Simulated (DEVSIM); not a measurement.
# Schottky contact on n-type GaN

Structure: Schottky contact on n-type GaN, at 300 K.

```tsv
layer (left to right)	material	thickness (μm)	Nd (cm⁻³)	τn (s)	τp (s)
1	GaN	0.690	2.7e15	3.5e-10	1e-11
```

Left contact: Schottky, work function 5.02 eV, emission velocity 2.6e6 cm/s. Right contact: ohmic. Voltage is applied to the left contact. Recombination: SRH at mid-gap, Auger. Mobility is μmin + (μ − μmin)/(1 + (N/Nref)^α).

Constants are typed, rounded textbook-type inputs, not results; the design itself was drawn at random and stands for no fabricated device. Values at 300 K.

| parameter | GaN |
|---|---|
| gap (eV) | 3.43 |
| affinity (eV) | 4.1 |
| permittivity | 9.5 |
| Nc (cm⁻³) | 2.3e18 |
| Nv (cm⁻³) | 4.6e19 |
| μn (cm²/Vs) | 1200 |
| μp (cm²/Vs) | 100 |
| μn,min | 55 |
| μp,min | 3 |
| Nref,n | 2e17 |
| Nref,p | 3e17 |
| αn | 1 |
| αp | 2 |
| Cn (cm⁶/s) | 1e-30 |
| Cp (cm⁶/s) | 1e-30 |

Simulated with DEVSIM: 1D drift-diffusion, Boltzmann statistics, complete ionisation; no tunnelling, impact ionisation, image-force lowering or self-heating. Metal contacts follow the ideal Schottky-Mott rule: no Fermi-level pinning, no interface dipoles.

| Item | Result |
|---|---|
| Potential step across the device at zero bias | 0.746 V |
| Largest field in the device at zero bias | 27000 V/cm |
| Dark forward voltage at 1 A/cm² | 0.569 V |
| Dark forward voltage at 100 A/cm² | 0.705 V |

Dark reverse current:

```csv
V (V),J (A/cm²)
-0.04,-2.4e-10
-0.10,-3.1e-10
-0.20,-3.1e-10
-0.30,-3.1e-10
-0.40,-3.2e-10
-0.60,-3.2e-10
-0.80,-3.2e-10
-1.00,-3.2e-10
-1.30,-3.2e-10
-1.60,-3.2e-10
-2.00,-3.2e-10
```

Dark forward current:

| V (V) | J (A/cm²) |
|---|---|
| 0.05 | 1.8e-9 |
| 0.10 | 1.4e-8 |
| 0.15 | 1.0e-7 |
| 0.20 | 7.0e-7 |
| 0.25 | 4.8e-6 |
| 0.30 | 3.3e-5 |
| 0.35 | 0.00023 |
| 0.40 | 0.0016 |
| 0.45 | 0.011 |
| 0.50 | 0.073 |
| 0.55 | 0.49 |
| 0.60 | 3.2 |
| 0.65 | 20 |
| 0.70 | 89 |
| 0.75 | 260 |
| 0.80 | 510 |
| 0.85 | 810 |
| 0.90 | 1100 |
| 0.95 | 1500 |
| 1.00 | 1800 |
| 1.05 | 2200 |
